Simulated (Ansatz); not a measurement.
**Fermi-surface data of TiRh (Pm-3m)**

```
CELL_PARAMETERS angstrom
      3.07104     0.00000     0.00000
      0.00000     3.07104     0.00000
      0.00000     0.00000     3.07104
ATOMIC_POSITIONS crystal
  Ti 0.50000 0.50000 0.50000
  Rh 0.00000 0.00000 0.00000
```

All values below come from PBEsol, rigid bands (plane waves, PAW, scalar-relativistic; Ansatz, a program for electronic structure). Cell: cell and atoms relaxed with PBEsol.

```yaml
density of states at the Fermi level: 2.78 states/(eV·cell), both spins
bare Sommerfeld coefficient: 3.3 mJ/(mol of atoms·K²)
drude_plasma_energy: 6.2 eV
root-mean-square Fermi velocity: 3.9e5 m/s
resistivity times τ: 12.7 ×10⁻²² Ω·m·s
```

A metal at this level (no band gap); rigid bands, thermally averaged at 300 K, both spins. Spin-orbit coupling is left out. τ is one relaxation time for all states.

Computed structure with no diffraction record at hand here (it may be known, metastable or hypothetical): TiRh (Pm-3m).
